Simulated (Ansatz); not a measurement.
# Effect of uniaxial strain ε_zz = +0.50 % on GaP

Start from GaP in the zinc blende structure (space group F-43m, No. 216; a = 5.439 Å). Axes: x, y, z lie along the cube axes.

The change: the cell is stretched by 0.50 % along z with no lateral relaxation; the atoms relax in the strained cell.

All numbers come from PBEsol, PAW, 420 eV (Ansatz, a first-principles code; no SOC). k-mesh 11×11×11 (Γ-centred); smearing 0.05 eV (Fermi–Dirac).

| quantity | base | changed | shift |
|---|---|---|---|
| volume per atom | 20.11 Å³ | 20.21 Å³ | +0.10 Å³ |
| space group | F-43m (No. 216) | I-4m2 (No. 119) | – |
| shortest interatomic distance | 2.355 Å | 2.359 Å | +0.004 Å |
| energy relative to the base (free energy F) | 0 meV/atom | +0.2 meV/atom | +0.2 meV/atom |
| band gap | 1.45 eV | 1.44 eV | -0.01 eV |
| gap character | – | indirect, Γ → Γ–X (87 % along) | – |
| smallest direct gap | 1.80 eV | 1.75 eV | -0.05 eV |
| electron mass | 1.2 mₑ along k, 0.23 mₑ across (off the special points) | 1.1 mₑ along k, 0.23 mₑ across (off the special points) | – |
| valence-band top at Γ (three highest levels, from the VBM) | 0.00, 0.00, 0.00 eV | 0.00, 0.00, -0.03 eV | – |
| valley order (the lowest conduction-band minima on the path, energy above the VBM, named in the base's zone) | a point along ⟨100⟩, about 1.0 Å⁻¹ from Γ 1.45 eV; L along ⟨111⟩ 1.60 eV; Γ 1.80 eV | a point along [010], about 1.0 Å⁻¹ from Γ 1.44 eV; a point along [001], about 1.0 Å⁻¹ from Γ 1.48 eV; L along [111] 1.58 eV; Γ 1.75 eV | – |
| stress (xx, yy, zz, yz, xz, xy; compression positive) | – | (-0.30, -0.30, -0.67, 0.00, 0.00, 0.00) GPa | – |

Effective masses come from finite differences of ±0.01 Å⁻¹. Along k means along the line from Γ to the band edge. Stability against distortions was not tested. k-point labels follow each cell's own Brillouin zone.
